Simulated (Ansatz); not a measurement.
Functionals compared on Cl on the 1x1 (111) surface of fcc Cu, one in a 2x2 cell, started at the site 'hollow Cu-Cu-Cu over Cu at depth 2.1 Å', in Ansatz (plane waves, PAW). The structure was relaxed with PBE; the other rows are single points on it, each with its references at the same level. Cutoff 420 eV (500 eV for r2SCAN).

Model: 17-atom slab, 6.2 Å thick at the start under the adsorbate (thin: gaps and levels are the slab's own), 6x6x1 mesh, Fermi-Dirac 0.1 eV, dipole correction, 8 atoms held, the rest relaxed; symmetry of the start imposed; no spin, no spin-orbit, no U, no dispersion correction. At the end it is bonded to 3 Cu. In PBE it is, or lies within 0.03 eV of, the lowest of the starts that converged. These notes are the PBE run's. Adsorption energies are against ½ Cl2(g). A negative adsorption energy means that the adsorbate is more stable on the surface than in its reference.

| functional | adsorption energy (eV) | work function of the top face (eV) | change of the work function (eV) | rough cost of the single point |
|---|---|---|---|---|
| PBE | -1.73 | 5.31 | 0.54 | – |
| RPBE | ? | ? | ? | around 40 core-seconds (rough) |
| r2SCAN | -2.13 | 5.40 | 0.60 | around 100 core-seconds (rough) |

**Question.** What belongs in the gaps?

**Answer.** 
- RPBE, adsorption energy (eV): -1.51
- RPBE, work function of the top face (eV): 5.19
- RPBE, change of the work function (eV): 0.59

Ansatz is a quantum-chemistry and plane-wave program.
